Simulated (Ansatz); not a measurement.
We consider MnH2O2 (within 0.1 Å of P-3m1, No. 164, 5 atoms in the cell; start mp-23789), described by PBEsol (PAW; Ansatz, a first-principles code).

Numerical settings: plane-wave cutoff 500 eV, 14×14×8 k mesh (along the axes of the cell as run), Fermi–Dirac smearing 0.05 eV, spin-polarised start, scalar-relativistic PAW data made under PBE.

Cell (relaxed at this level):

```cif
data_H2MnO2
_chemical_formula_sum 'Mn1 H2 O2'
_space_group_name_H-M_alt 'P-3m1'
_space_group_IT_number 164
_space_group_name_Hall '-P 3 2"'
_cell_length_a 3.30357
_cell_length_b 3.30357
_cell_length_c 4.56429
_cell_angle_alpha 90.000
_cell_angle_beta 90.000
_cell_angle_gamma 120.000
loop_
_atom_site_label
_atom_site_type_symbol
_atom_site_symmetry_multiplicity
_atom_site_Wyckoff_symbol
_atom_site_fract_x
_atom_site_fract_y
_atom_site_fract_z
_atom_site_occupancy
Mn1 Mn 1 a 0.00000 0.00000 0.00000 1
H1 H 2 d 0.33333 0.66667 0.44658 1
O1 O 2 d 0.33333 0.66667 0.23212 1
```

Question: What does this level give for the band gap?

Answer: 
- band gap = 0.34 eV (on the SCF k mesh)

Note: the magnetic order was assumed, not searched for or taken from measurement.

Static lattice: no zero-point or thermal effects.

The result took around 10 core-minutes (rough).

A start named mp-… is a Materials Project structure, which need not be a measured phase.
